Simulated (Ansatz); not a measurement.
# What uniaxial strain ε_zz = +0.60 % does to ZnS

Base system: ZnS in the wurtzite structure (space group P6_3mc, No. 186; a = 3.8453 Å, c = 6.3052 Å). Axes: x lies along a and z along c of the hexagonal cell.

The change: the cell is stretched by 0.60 % along z with no lateral relaxation, atoms relaxed at fixed cell.

Level of theory: Ansatz (an electronic-structure program), PBE, PAW, cutoff 420 eV, spin-orbit coupling left out. Γ-centred 10×10×5 mesh, Fermi–Dirac width 0.05 eV.

The volume per atom goes up by 0.121 Å³, from 20.18 Å³ to 20.31 Å³ and the space group stays P6_3mc (No. 186). The shortest interatomic distance rises by 0.0037 Å (2.357 Å → 2.360 Å) and the energy increases by 0.3 meV/atom. The band gap shrinks by 0.04 eV to 2.04 eV and the gap character stays direct at Γ. The width of the top valence band stays 2.03 eV and the electron mass goes from 0.16 mₑ along c, 0.18 mₑ across (at Γ) to 0.15 mₑ along z, 0.18 mₑ across (at Γ). The valence-band top at Γ (three highest levels, from the VBM) changes from 0.00, 0.00, -0.07 eV to 0.00, 0.00, -0.10 eV and the stress (xx, yy, zz, yz, xz, xy; compression positive) is (-0.23, -0.23, -0.80, 0.00, 0.00, 0.00) GPa.

Effective masses come from finite differences of ±0.01 Å⁻¹. Stability against distortions was not tested.
